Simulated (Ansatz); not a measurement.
**MoRu (P-6m2): resistivity and electron-phonon coupling**

Consider the following.

```
MoRu
1.0
    2.74024     0.00000     0.00000
   -1.37012     2.37312     0.00000
    0.00000     0.00000     4.40039
Mo Ru
1 1
Direct
  0.66667   0.33333   0.00000
  0.33333   0.66667   0.50000
```

These are PBEsol, DFPT electron-phonon coupling, linearised Boltzmann equation (plane waves, PAW, scalar-relativistic; Ansatz, a program for electronic structure) values and carry that method's errors. Geometry: relaxed with this functional, without spin-orbit coupling.

The resistivity at 300 K comes out as 15.5 (x), 15.5 (y), 17.2 (z) μΩ·cm. The electron mean free path at 300 K (weighted by the current that each state carries) comes out as 3.9 (x), 3.9 (y), 5.3 (z) nm and the electron-phonon coupling λ is 0.72. The transport coupling λ_tr comes out as 0.78 (x), 0.78 (y), 0.65 (z), the logarithmic mean phonon energy is 18.4 meV and the density of states at the Fermi level is 0.86 states/(eV·spin·cell). The Tc for μ* = 0.10 (anisotropic Eliashberg) is 8.3 K and the Tc for μ* = 0.13 (anisotropic Eliashberg) comes out as 6.4 K.

A metal at this level (no band gap). Only scattering by harmonic phonons is included (no impurities, grain boundaries, electron-electron scattering or thermal expansion). Spin-orbit coupling is left out. Spin fluctuations, which work against superconductivity with these elements, are left out. For metals of groups 4 to 10, Tc at these values of μ* can lie well above the measured one. The self-energy correction of the phonons between q points moved λ by about 2 %. Halving the electron mesh (36x36x20) moves the resistivity by up to 14 % at 300 K, the mean free path by up to 3 %, the coupling by up to 2 %, Tc by up to 3 %. Smearing 0.20 eV; phonons on a 6x6x3 q mesh, which this run doesn't test. Tc comes from the anisotropic Migdal-Eliashberg equations with μ*, a chosen number, referred to 19.8 meV.

Computed structure with no diffraction record at hand here (it may be known, metastable or hypothetical): MoRu (P-6m2).
